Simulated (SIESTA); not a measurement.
Troubleshooting SIESTA: a failed run on Na₂NiH₄Se₂O₁₀ (P-1, 19 atoms in the cell). The aim is a self-consistent single point with DFT, LDA PW92, numerical atomic orbitals DZP, PseudoDojo LDA standard norm-conserving potentials (rewritten from UPF to PSML).

Cell that was meant: a = 5.6139 Å, b = 6.0055 Å, c = 7.5077 Å, α = 110.02°, β = 99.31°, γ = 106.20°.

Part of the input:

```
  19 +0.00
%endblock DM.InitSpin

MaxSCFIterations             4
SCF.Mixer.Method             Broyden
SCF.Mixer.Weight             0.1
SCF.Mixer.History            6
```

Log, with long lists cut:

```
        iscf     Eharris(eV)        E_KS(eV)     FreeEng(eV)     dDmax    Ef(eV) dHmax(eV)
   scf:    1   -17871.639374   -18078.934946   -18078.945231  0.787108 -1.829232 66.566432
     spin moment: {S} , |S| = {        0.0        0.0    3.81872 }     3.81872
   scf:    2   -18170.709043   -18165.892217   -18165.892217  0.728739 -5.853791 13.827656
     spin moment: {S} , |S| = {        0.0        0.0    2.00000 }     2.00000
   scf:    3   -18174.040204   -18170.155442   -18170.155442  0.023474 -5.567935 10.910203
     spin moment: {S} , |S| = {        0.0        0.0    2.00000 }     2.00000
   scf:    4   -18177.281457   -18175.890884   -18175.890884  0.081066 -4.787079  1.885561
     spin moment: {S} , |S| = {        0.0        0.0    2.00000 }     2.00000
SCF_NOT_CONV: SCF did not converge in maximum number of steps (required).
SCF_NOT_CONV: SCF did not converge in maximum number of steps (required).
Geom step, scf iteration, dDmax, dHmax:    0     4      0.081066     0.138586
Geom step, scf iteration, dDmax, dHmax:    0     4      0.081066     0.138586

ABNORMAL_TERMINATION
ABNORMAL_TERMINATION
Stopping Program from Node:    0
Stopping Program from Node:    0
```

**Question.** What caused this, and what should be changed?

**Answer.** The fault is an iteration limit that is too low. The loop is cut before its threshold is met, so whatever is printed at the end is not self-consistent. To fix it, raise the limit, or leave it to the default. The run ended unconverged after 4 iterations.

An input that runs soundly differs in these lines (not the only fix; some lines may just follow from the change or write a value another way):
```diff
-MaxSCFIterations             4
+MaxSCFIterations             150
```

With that input, the run converged in 16 iterations: free energy E − TS -18176.1158 eV; top of the valence band (on the code's own zero) -5.57 eV; gap on the k-point mesh 0.79 eV; pressure -0.74 GPa; largest force (vector length) 2.694 eV/Å (DFT, LDA PW92, numerical atomic orbitals DZP, PseudoDojo LDA standard norm-conserving potentials (rewritten from UPF to PSML)).

On the sound input: the starting cell comes from a database of computed structures (which also holds hypothetical and non-ambient phases and stackings), without a prior relaxation at this level. With one magnetic atom in the cell only a parallel order is possible. Values carry the incompleteness of an atom-centred basis. Forces in this geometry exceed 1 eV/Å.
